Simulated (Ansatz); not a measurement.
The parent structure is TaGe2 in the fluorite structure (space group Fm-3m, No. 225; a hypothetical phase, not in the database extracts checked; relaxed with 0.1 eV smearing).

```
CELL_PARAMETERS angstrom
      0.00000     3.09605     3.09605
      3.09605     0.00000     3.09605
      3.09605     3.09605     0.00000
ATOMIC_POSITIONS crystal
  Ta 0.00000 0.00000 0.00000
  Ge 0.25000 0.25000 0.25000
  Ge 0.75000 0.75000 0.75000
```

Cartesian axes are those of the cell as printed.

Computed with PBEsol (Ansatz, an electronic-structure program), no spin-orbit coupling.

It is then changed as follows: every lattice vector is shortened by 1.85 %; the atoms relax in the strained cell.

### Question
Predict the stress tensor and what it implies for the stiffness.

### Answer
Stress of the strained cell less that of the base (GPa, compression positive):
```
    6.9     0.0     0.0
    0.0     6.9     0.0
    0.0     0.0     6.9
```

Then B = −ΔP/(ΔV/V₀) with ΔV/V₀ = -0.0545 gives secant stiffness values (nonlinear terms included at this strain): B ≈ 127 GPa.

As a check, the harmonic strain energy −½ V₀ Δσ:ε is 24 meV/atom; the computed energy rise is 22 meV/atom.

Whether these cells are dynamically stable was not tested. All final runs are without spin polarisation. TaGe2 has a high density of states at the Fermi level and may be magnetic at this level.
